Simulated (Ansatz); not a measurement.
## Rock-salt LaTe: bulk modulus B0 by level of theory

No measured value is used here.

| level (code) | value (GPa) | cell (Å³/atom) |
|---|---|---|
| LDA (Ansatz) | 65.8 | 31.93 |
| PBEsol (Ansatz) | … | 32.64 |
| r²SCAN (Ansatz) | 57.7 | 34.26 |

Problem. Some entries are withheld; supply them.

Solution. 
- PBEsol (Ansatz, a program for electronic structure), value (GPa): 61.8

LDA, PBEsol, r²SCAN: the bulk modulus is −V dP/dV from two relaxed cells at ±2 % in volume. Each level is taken at its own relaxed cell. Cutoffs differ between the levels. Ansatz's density-functional and Hartree–Fock values are scalar-relativistic unless marked +SOC, with PAW data made under PBE.
